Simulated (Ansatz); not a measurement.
The starting structures come from a database of crystals and need not be the phases stable at ambient conditions.

Tunnelling through a barrier is set by its complex band structure: the current falls as exp(−2κd) with the smallest κ.

Data:

```yaml
crystal:
  lattice:
    - [3.30779, 0.00000, 0.00000]
    - [-1.65390, 2.86463, 0.00000]
    - [0.00000, 0.00000, 4.98288]
  atoms:
    - { symbol: Mg, position: [0.33333, 0.66667, 0.00216] }
    - { symbol: Mg, position: [0.66667, 0.33333, 0.50216] }
    - { symbol: O, position: [0.33333, 0.66667, 0.40244] }
    - { symbol: O, position: [0.66667, 0.33333, 0.90244] }
```

The cell is taken as given; by r2SCAN it stands under a pressure of -0.6 GPa.

Transport runs along the normal of the first two printed cell vectors, the (001) plane of the conventional cell.

The gap is the functional's own. No spin-orbit coupling. Mid-gap values are those at the computed energy nearest the middle.

Q: State the band gap and the smallest decay constant κ at mid-gap according to r2SCAN in Ansatz (an electronic-structure program).

A: Gap 4.14 eV on a 12×12×6 mesh; κ = 0.316 1/Å, at the zone centre.
